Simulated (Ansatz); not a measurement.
Start from Te in the diamond structure (space group Fd-3m, No. 227; a = 7.061 Å; a hypothetical phase, not in the database extracts checked; relaxed with 0.1 eV smearing). Axes: x, y, z lie along the cube axes.

Modification: uniaxial stress, 5 GPa compression along x; all other stress components relax to zero.

Levels (all Ansatz, an electronic-structure program, PAW): PBEsol (420 eV, without spin-orbit coupling); PBEsol+SOC (420 eV, with spin-orbit coupling).

The geometry is relaxed with PBEsol.

```
Quantity           Value
---------------  -------
PBEsol pressure  1.7 GPa
```

Question: What does PBEsol+SOC give at this geometry for the pressure?

Answer: The pressure rises by 0.36 GPa to 2.0 GPa.

Single points use the geometry relaxed with PBEsol. Differences between runs with and without spin-orbit coupling are approximate. Load acts through the strain it causes; cell and atoms are relaxed under it. Beyond what the load breaks, stability against distortions was not tested. Under uniaxial stress, 5 GPa compression along x the cell changed shape so far that it is another structure.
